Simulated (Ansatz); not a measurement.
Levels about the gap of amorphous Ti20O43B2 (65 atoms in a cell of 798 Å³, 3.47 g/cm³; zone centre alone, so wide bands show as single levels with stretches between that a denser mesh fills), at the geometry that PBE relaxed, where it gives 2.3 GPa on a denser mesh. The participation number counts the atoms over which a state spreads; weights are charges in smoothed Voronoi cells. The levels come from a single point, so bond lengths are those of that geometry. Method of the levels: PBE, scalar-relativistic without spin-orbit coupling (Ansatz, a program for electronic structure). Sampling: the zone centre alone; Fermi-Dirac width 0.02 eV; no spin polarisation. At PBE the levels at the filled edge of the gap are localised (band-tail or defect states).

Preparation: random packing, a CHGNet melt and quench, and a DFT relaxation. O atoms were pushed apart under 1.9 Å during the dynamics, to hinder bonds among them. The hot cell started wider than the set density and was brought back towards it in steps. It is the lowest in DFT energy of 2 quenches. It is a model cell: composition and starting density were chosen by hand, and all elements were melted together. No dispersion term was used. Its density started from a set value of 3.47 and ended at 3.47 g/cm³. The quench (nominally 300 K/ps over its main leg) was far faster than any real one, so the model tends to hold more defects than a real film. Values belong to this one cell and scatter from quench to quench. The volume was held where the preparation left it and the shape relaxed, at a PBE pressure of 2.3 GPa. Stress components on the final sampling reach 2.3 GPa. On a 2×2×2 Γ-centred mesh force components of up to 0.13 eV/Å stay, since the relaxation ran on the zone centre alone.

```csv
"E - E(highest filled), eV",filling,participation number,largest on,weight O,weight Ti,weight B
-0.36,filled,22.3,"O, 2 neighbours",0.92,0.08,0.00
-0.29,filled,30.0,"O, 4 neighbours",0.92,0.07,0.00
-0.27,filled,27.8,"O, 2 neighbours",0.92,0.08,0.00
-0.23,filled,10.8,"O, 3 neighbours",0.93,0.07,0.00
-0.16,filled,20.6,"O, 2 neighbours",0.93,0.07,0.00
-0.09,filled,9.0,"O, 2 neighbours",0.93,0.06,0.00
0.00,filled,10.6,"O, 3 neighbours",0.93,0.06,0.01
2.71,empty,16.4,"Ti, 6 neighbours",0.19,0.81,0.00
2.79,empty,15.6,"Ti, 5 neighbours",0.19,0.81,0.00
2.83,empty,15.9,"Ti, 6 neighbours",0.19,0.81,0.00
2.87,empty,12.4,"Ti, 6 neighbours",0.20,0.80,0.00
2.94,empty,13.2,"Ti, 6 neighbours",0.20,0.79,0.00
2.99,empty,14.5,"Ti, 6 neighbours",0.19,0.81,0.00
3.07,empty,16.8,"Ti, 5 neighbours",0.19,0.80,0.00
```

Most localised among these is the filled level at -0.09 eV, on a O atom, which has 2 neighbours (Ti 1.75 Å, Ti 2.16 Å).
